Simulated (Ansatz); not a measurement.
Output of an Ansatz run (abridged):

```
WARN ansatz: RAYON_NUM_THREADS=1 ignored (pool sized by the plan → 1); use --threads N
Pseudopotentials: kind: paw
Pseudopotential: Mg, paw, valence charge 10
Pseudopotential: B, paw, valence charge 3
Crystal: 9 atoms, lattice volume = 232.590 Å³
Basis set: ecut = 420 eV, 4531 PW (Γ), exchange–correlation on 48×48×288 points (8 copies of the dense FFT grid, shifted against one another)
Bands: 33, of which v1, the nominal top of the filled ones, is band 24 counted from 1 (23 counted from 0)
Symmetry: 8 space group operations
Space group: Pmmm (ITA 47), of the structure as read, at distance tolerance 6.1e-5 Å
k-points: 30 of 90
PAW frozen core: Mg, regenerated for the run's functional, and the local potential with it
PAW frozen core: B, regenerated for the run's functional, and the local potential with it
Initial density: superposition of atomic densities (neutral atoms: chi_scale 0, normalization atom), corrected by the library's trained network
Initial wavefunctions: pseudopotential atomic-orbital guess
Eigensolver: davidson
Functional: x = pbesol(κ = 0.804, μ = 0.12345679012345678), c = pbesol(β = 0.046)
SCF iter   1: F=—  HF=-6646.946398 eV  |F-HF|=—  |Δ(HF+E_count)|=         —  Δρ=5.68e-3  dr2=3.36e-1  ethr=1.77e-3  ⟨swp⟩=8.4  Hψ=5173  notcnv=0  defer=14
all-band conjugate gradients solve this SCF's bands
preconditioner: auto → LDOS
SCF iter   2: F=—  HF=-6646.908825 eV  |F-HF|=—  |Δ(HF+E_count)|=   3.76e-2  Δρ=1.90e-3  dr2=1.34e-2  ethr=6.99e-4  ⟨swp⟩=2.0  Hψ=1410  notcnv=0  defer=38
SCF iter   3: F=—  HF=-6646.910223 eV  |F-HF|=—  |Δ(HF+E_count)|=   1.40e-3  Δρ=5.07e-4  dr2=1.29e-3  ethr=2.79e-5  ⟨swp⟩=2.0  Hψ=1337  notcnv=0  defer=38
SCF iter   4: F=—  HF=-6646.910160 eV  |F-HF|=—  |Δ(HF+E_count)|=   6.32e-5  Δρ=1.49e-4  dr2=1.43e-4  ethr=2.70e-6  ⟨swp⟩=2.0  Hψ=1336  notcnv=0  defer=38
SCF iter   5: F=—  HF=-6646.910162 eV  |F-HF|=—  |Δ(HF+E_count)|=   2.51e-6  Δρ=3.79e-5  dr2=6.23e-6  ethr=2.98e-7  ⟨swp⟩=2.1  Hψ=1292  notcnv=0  defer=38
SCF iter   6: F=—  HF=-6646.910294 eV  |F-HF|=—  |Δ(HF+E_count)|=   1.32e-4  Δρ=7.75e-6  dr2=2.90e-7  ethr=1.30e-8  ⟨swp⟩=2.7  Hψ=1465  notcnv=0  defer=38
SCF iter   7: F=-6646.910294 eV  HF=-6646.910294 eV  |F-HF|=9.03e-9  |Δ(HF+E_count)|=   3.24e-7  Δρ=2.37e-6  dr2=2.12e-8  ethr=2.08e-10  ⟨swp⟩=13.0  Hψ=4909  notcnv=0
SCF 1 converged in 7 iterations: F = -6646.910294 eV  dr2 = 2.12e-8
SCF converged after 7 iterations
Free energy (F): -6646.910294 eV
Harris-Foulkes:  -6646.910294 eV  (|F-HF|=9.03e-9)
Internal energy: -6646.810544 eV  (E = F + TS)
E sigma→0 (E₀):  -6646.860419 eV
Entropy (-TS):   -0.099750 eV (-11.083 meV/atom)
Fermi energy:    -0.193284 eV
--- Per-component energies (eV) ---
  E_band       = -1319.274520
  E_kinetic    = 498.545694
  E_local      = -30685.318938  (includes V_loc(G=0)·N_el)
  E_nonlocal   = 359.107286
  E_hartree    = 14466.389741
  E_xc         = -270.958991
  E_vxc        = -331.173174  (∫ρ·V_xc dr)
  E_paw        = -1294.433499  (= ΣΔE_a)
  E_vpaw       = -93.223312  (= ΣTr[D̂ρ^β])
  E_aug_tail   = -0.000035  (compensation charges beyond the density's cutoff)
  E_ewald      = 10279.593347
  E_core_change = 0.264852  (= ΣΔE_core)
  E_smearing   = -0.099750  (= −TS)
  E_closure    = 0.000000  (closes the sum)
  Σ components = -6646.910294   (vs F -6646.910294, Δ=0.00e0)
--- Forces (eV/Å), atoms counted from 1 ---
  atom   1  Mg     0.00000000    -0.00000000    -0.89583145
  atom   2  B      0.00000000     0.00000000     1.97722781
  atom   3  B      0.00000000    -0.00000000    -0.32203369
  atom   4  Mg    -0.00000000     0.00000000     0.00000000
  atom   5  B      0.00000000    -0.00000000    -0.56642734
  atom   6  B      0.00000000     0.00000000     0.56642734
  atom   7  Mg     0.00000000     0.00000000     0.89583145
  atom   8  B      0.00000000     0.00000000     0.32203369
  atom   9  B      0.00000000    -0.00000000    -1.97722781
  max |Σ_I F_I| component: 2.22e-16 eV/Å
--- Stress (GPa, compression-positive) ---
       -4.476731       0.000000      -0.000000
        0.000000      -1.799822      -0.000000
       -0.000000      -0.000000      -4.954035
  P = ⅓ Tr σ = -3.7435 GPa (-37.435 kbar)
  The stress holds the Pulay correction. Without it, at fixed plane waves, as pw.x and ABINIT print it: P = -3.7984 GPa
--- Band table (eV; the first three rows and the last of 30) ---
  k-point 0: bands = ["-75.2181", "-74.9715", "-74.9715", "-42.1827", "-42.1579", "-42.1462", "-41.9284", "-41.9277", "-41.9084", "-41.9084", "-41.9021", "-41.9021", "-12.2532", "-10.9881", "-8.8450", "-6.7681", "-4.0125", "-2.8429", "-2.1447", [...]
  k-point 1: bands = ["-75.2180", "-74.9715", "-74.9715", "-42.1827", "-42.1578", "-42.1470", "-41.9283", "-41.9276", "-41.9083", "-41.9083", "-41.9029", "-41.9029", "-12.1499", "-10.8901", "-8.7516", "-6.6812", "-3.9349", "-3.6242", "-2.4437", [...]
  k-point 2: bands = ["-75.2180", "-74.9714", "-74.9714", "-42.1825", "-42.1577", "-42.1491", "-41.9281", "-41.9274", "-41.9082", "-41.9081", "-41.9048", "-41.9048", "-11.8565", "-10.6133", "-8.4908", "-6.4367", "-5.0270", "-3.7779", "-3.7188", [...]
  k-point 29: bands = ["-75.2163", "-74.9698", "-74.9698", "-42.1829", "-42.1792", "-42.1498", "-41.9330", "-41.9327", "-41.9254", "-41.9251", "-41.9055", "-41.9055", "-8.2843", "-8.2180", "-7.5637", "-6.5414", "-5.5375", "-4.0708", "-4.0227", [...]
```

The structure:

```
CELL_PARAMETERS angstrom
      3.10545     0.00000     0.00000
      0.00000     3.53760     0.00000
      0.00000     0.00000    21.17181
ATOMIC_POSITIONS crystal
  Mg 0.25000 0.00000 0.37297
  B  0.75000 0.50000 0.33063
  B  0.75000 0.50000 0.41532
  Mg 0.75000 0.00000 0.50000
  B  0.25000 0.50000 0.45766
  B  0.25000 0.50000 0.54234
  Mg 0.25000 0.00000 0.62703
  B  0.75000 0.50000 0.58468
  B  0.75000 0.50000 0.66937
```

Write an input that gives this output.

Other spellings and defaults could give the same log, and not every line can be read from it. The input that was run (DFT, PBEsol, plane waves, default PAW files made with PBE):

Ansatz 0.2 input:
```yaml
crystal:
  lattice:
    - [3.10545000, 0.00000000, 0.00000000]
    - [0.00000000, 3.53760000, 0.00000000]
    - [0.00000000, 0.00000000, 21.17181100]
  atoms:
    - { symbol: Mg, position_ang: [0.77636250, 0.00000000, 7.89651386] }
    - { symbol: B, position_ang: [2.32908750, 1.76880000, 6.99999353] }
    - { symbol: B, position_ang: [2.32908750, 1.76880000, 8.79301303] }
    - { symbol: Mg, position_ang: [2.32908750, 0.00000000, 10.58590550] }
    - { symbol: B, position_ang: [0.77636250, 1.76880000, 9.68940634] }
    - { symbol: B, position_ang: [0.77636250, 1.76880000, 11.48240466] }
    - { symbol: Mg, position_ang: [0.77636250, 0.00000000, 13.27529714] }
    - { symbol: B, position_ang: [2.32908750, 1.76880000, 12.37879797] }
    - { symbol: B, position_ang: [2.32908750, 1.76880000, 14.17181747] }
basis:
  ecutwfc: 420.0
kpoints:
  mp_grid: { grid: [10, 9, 1] }
hamiltonian:
  xc: pbesol
  pseudopotentials: { kind: paw }
scf:
  occupations: { method: fermi_dirac, width: 0.1 }
output:
  forces: true
  eigenvalues: true
  stress: true
```

The starting cell has typed, rounded lattice constants, without a prior relaxation at this level. The slab is cut from that crystal, and its faces are unrelaxed. Its lattice was rescaled by up to half a per cent. Spin polarisation is off, though cut faces can carry moments; the slab shows no gap. Forces in this geometry exceed 1 eV/Å.

Ansatz is a program for electronic structure.
